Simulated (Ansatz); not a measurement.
**TiB2: transverse stress against strain**

TiB2 (AlB2 type, P6/mmm, 8.558 Å³/atom at rest, c along z) under a strain ε along c (axis z), the other axes held. PBE in Ansatz, a plane-wave DFT program (PAW, default set), 420 eV, 22×22×18 Γ-centred mesh, Fermi-Dirac smearing 0.10 eV; ions are relaxed within the symmetry of each cell. Stress is positive for a compressed cell.

Here s stands for strain and y for stress xx.

```
strain (%)  stress xx (GPa)
----------  ---------------
-3.00                     ?
-1.50                  1.63
-1.00                  1.07
-0.50                  0.53
0.00                   0.01
0.50                  -0.49
1.00                  -0.97
1.50                  -1.43
```

Fit y of the 7 rows that show it with a straight line. Means: s 0, y 0.050. About the means, the sum of products is -7.1400 and the sum of squares of s is 7.0000; the slope is their ratio. Least squares gives y = 0.050 - 1.0200·s. Residuals (row less fit): 0.050, 0.000, -0.030, -0.040, -0.030, 0.000, 0.050; standard error 0.041 (degrees of freedom: 5). The slope gives the elastic constant C13 = 102 ± 1.5 GPa.

Question: Predict the withheld y at s = -3.00 from the fit, and compare with the calculation.

Answer: y = 0.050 - 1.0200 × (-3.0) = 3.110 GPa. The calculation gives 3.46 GPa, 0.350 GPa above the prediction (7.2 % of the range of y in the table). The row lies outside the fitted rows, so this is an extrapolation. From the scatter of the fitted rows alone, a prediction at this place has a standard error of 0.064 GPa, so the miss is 5.5 times that.

One order more, fitted to all 13 runs of the series, follows each within 0.01, so the miss is the next term of a smooth law. In a metal these values are sensitive to mesh and smearing; energies are taken to zero smearing, stresses follow the free energy. Rows are the converged runs of the series near zero and its far end; series whose fitted rows scatter by over a few per cent of the range, as at a crossing or softening among them, aren't shown in this form. Most that stay on the fit to the last digits aren't either.
